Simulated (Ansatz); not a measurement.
**Effective masses and thermopower of CsPbCl$_{3}$ (Pm-3m)**

Consider the following.

```
CsPbCl3
1.0
    5.61822     0.00000     0.00000
    0.00000     5.61822     0.00000
    0.00000     0.00000     5.61822
Cs Pb Cl
1 1 3
Direct
  0.00000   0.00000   0.00000
  0.50000   0.50000   0.50000
  0.00000   0.50000   0.50000
  0.50000   0.00000   0.50000
  0.50000   0.50000   0.00000
```

Level of theory: PBEsol with spin-orbit coupling, rigid bands (plane waves, PAW; Ansatz, a first-principles code). Geometry: cell and atoms relaxed with PBEsol.

```json
{
 "band_gap": "0.62 eV",
 "electron conductivity mass (300 K, dilute)": "0.164 mₑ",
 "hole conductivity mass (300 K, dilute)": "0.146 mₑ",
 "effective density of states N_c (300 K)": "1.5e18 cm⁻³",
 "effective density of states N_v (300 K)": "1.3e18 cm⁻³",
 "density_of_states_mass_electrons": "0.155 mₑ",
 "density_of_states_mass_holes": "0.138 mₑ",
 "Seebeck coefficient, n-type 1e19 cm⁻³, 300 K": "-97 μV/K",
 "Seebeck coefficient, p-type 1e19 cm⁻³, 300 K": "89 μV/K"
}
```

Rigid bands; masses and Seebeck coefficients take one relaxation time τ for all states and one kind of carrier; polarons and phonon drag are left out.

CsPbCl3 (Pm-3m): a high-temperature phase held by its symmetry.
